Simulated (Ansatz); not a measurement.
# CaO, response to strain

The parent structure is CaO in the rock salt structure (space group Fm-3m, No. 225; a = 4.7671 Å). Axes: x, y, z lie along the cube axes.

Strains are applied to the cell and any free atomic positions relax.

Calculations: Ansatz (an electronic-structure program) PBEsol, without spin-orbit coupling.

Notes on the quantities. energy relative to the base: free energy F.

```json
[
 {"uniaxial strain ε_zz (%)": "0", "energy relative to the base (meV/atom)": "0.0"},
 {"uniaxial strain ε_zz (%)": "0.5", "energy relative to the base (meV/atom)": "0.2"},
 {"uniaxial strain ε_zz (%)": "1", "energy relative to the base (meV/atom)": "?"},
 {"uniaxial strain ε_zz (%)": "1.5", "energy relative to the base (meV/atom)": "2.0"},
 {"uniaxial strain ε_zz (%)": "2", "energy relative to the base (meV/atom)": "3.5"},
 {"uniaxial strain ε_zz (%)": "2.5", "energy relative to the base (meV/atom)": "5.4"},
 {"uniaxial strain ε_zz (%)": "3", "energy relative to the base (meV/atom)": "7.6"}
]
```

Question: Fit ΔE = Aε² + Bε³ (ε in %) to the rows shown and predict the withheld row.

Answer: Least squares on the printed values gives A = 0.938 and B = -0.031 meV/atom (largest residual 0.0 meV/atom); this predicts 0.9 meV/atom, and the run gives 0.9 meV/atom, in agreement.

Whether these cells are dynamically stable was not tested.
